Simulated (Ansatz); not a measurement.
Consider GaSb in the zinc blende structure (space group F-43m, No. 216; a = 6.132 Å).

Now apply this change: cell and atoms relaxed at a pressure of 45 GPa.

Levels (all Ansatz, a program for electronic structure, PAW): r2SCAN (500 eV, no spin-orbit coupling); HSE06+SOC (420 eV, spin-orbit coupling included).

The geometry is relaxed with r2SCAN.

| Item | Result |
|---|---|
| r2SCAN lowest conduction level above the VBM at special points | X 0.43 eV; U 1.04 eV; K 1.04 eV; Γ 2.68 eV |
| r2SCAN valence-band top at Γ | 0.00, 0.00, 0.00 eV |

Problem. How does going to HSE06+SOC change the lowest conduction level above the VBM at special points and valence-band top at Γ?

Solution. The lowest conduction level above the VBM at special points becomes X 0.44 eV; U 1.05 eV; K 1.05 eV; Γ 2.73 eV (r2SCAN: X 0.43 eV; U 1.04 eV; K 1.04 eV; Γ 2.68 eV); the valence-band top at Γ (three highest Kramers pairs, from the VBM) goes from 0.00, 0.00, 0.00 eV to 0.00, 0.00, -0.90 eV. The threefold valence maximum splits by Δso ≈ 0.90 eV.

Single points use the geometry relaxed with r2SCAN. Their cutoffs differ, which shifts pressures a little. The hybrid gap comes from the SCF mesh plus the semilocal run's edge points and a few special points and is an upper bound. Differences between runs with and without spin-orbit coupling are approximate. With Sb present, leaving out spin-orbit coupling can change the band edges. The levels and masses belong to the bands next to the band gap. Load acts through the strain it causes; cell and atoms are relaxed under it. Whether these cells are dynamically stable was not tested. Tetrahedral semiconductors of this kind turn to denser phases somewhere between about 1 and 50 GPa; those were not computed, so compressed cells here can lie past the real transition.
